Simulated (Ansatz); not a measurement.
## Effect of uniaxial strain ε_zz = +2.50 % on WC

The parent structure is WC (space group P-6m2, No. 187; a = 2.9127 Å, c = 2.8354 Å; relaxed with 0.1 eV smearing). Axes: x lies along a and z along c of the hexagonal cell.

Now apply this change: uniaxial strain ε_zz = +2.50 %, all other strain components held at zero, atoms relaxed at fixed cell.

All numbers come from r2SCAN (Ansatz, a program for electronic structure), no spin-orbit coupling. Settings: 23×23×20 k-points, 0.1 eV Fermi–Dirac smearing.

| quantity | base | changed | shift |
|---|---|---|---|
| volume per atom | 10.42 Å³ | 10.68 Å³ | +0.26 Å³ |
| space group | P-6m2 (No. 187) | P-6m2 (No. 187) | – |
| energy relative to the base (free energy F) | 0 meV/atom | +19 meV/atom | +19 meV/atom |
| pressure (mean of the normal stresses, compression positive) | 0.0 GPa | -10.3 GPa | -10.3 GPa |
| band gap | zero | zero | – |
| stress (xx, yy, zz, yz, xz, xy; compression positive) | – | (-3.9, -3.9, -23.1, 0.0, 0.0, 0.0) GPa | – |

Final structure:

```yaml
crystal:
  lattice:
    - [2.91268, 0.00000, 0.00000]
    - [-1.45634, 2.52245, 0.00000]
    - [0.00000, 0.00000, 2.90624]
  atoms:
    - { symbol: W, position: [0.00000, 0.00000, 0.00000] }
    - { symbol: C, position: [0.33333, 0.66667, 0.50000] }
```

Stability against distortions was not tested. All final runs are without spin polarisation.
